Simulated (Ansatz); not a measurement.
## Hypothetical diamond Pt under a change: pressure −2 GPa

Take Pt in the diamond structure (space group Fd-3m, No. 227; a = 5.688 Å; a hypothetical phase, not in the database extracts checked) as the base.

Now apply this change: a negative pressure, −2 GPa.

All numbers come from PBEsol (Ansatz, a quantum-chemistry and plane-wave program, PAW, no spin-orbit coupling). Settings: 14×14×14 k-points, 0.05 eV Fermi–Dirac smearing.

The volume per atom goes up by 0.36 Å³ to 23.37 Å³ and the density drops by 0.22 g/cm³ to 13.86 g/cm³. The lattice parameter a increases by 0.0295 Å (5.688 Å → 5.718 Å) and the shortest interatomic distance grows by 0.013 Å, from 2.463 Å to 2.476 Å. The band gap stays zero.

Load acts through the strain it causes; cell and atoms are relaxed under it. No phonon test of stability was made. All final runs are without spin polarisation. Pt has a high density of states at the Fermi level and may be magnetic at this level.
